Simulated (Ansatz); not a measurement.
The starting structures come from a database of crystals and need not be the phases stable at ambient conditions.

 Where the default PAW files enter, the runs use the earlier of Ansatz's two default sets.

By PBEsol, the system below comes out a metal.

A figure of merit of an interconnect metal is its ballistic conductance per area.

Consider the following.

```yaml
crystal:
  lattice:
    - [5.96860, 0.00000, 0.00000]
    - [-0.84919, 5.90789, 0.00000]
    - [1.42341, 1.64264, 1.94201]
  atoms:
    - { symbol: Ta, position: [0.00000, 0.00000, 0.00000] }
    - { symbol: Ta, position: [0.66667, 0.33333, 0.50000] }
    - { symbol: Ta, position: [0.33333, 0.66667, 0.50000] }
    - { symbol: N, position: [0.60761, 0.00000, 0.39239] }
    - { symbol: N, position: [0.39239, 0.39239, 0.21522] }
    - { symbol: N, position: [0.00000, 0.60761, 0.39239] }
```

Space group of this cell: P-62m. The cell is taken as given; by PBEsol its mean pressure is -5.7 GPa.

The current flows along the normal of the first two printed cell vectors, the (111) plane of the conventional cell. No spin-orbit coupling; the value is a mean over 0.1 eV about the Fermi level.

### Question
State the ballistic conductance per area according to PBEsol (Ansatz, a quantum-chemistry and plane-wave program).

### Answer
0.23 × 10¹⁵ S/m² for both spins.
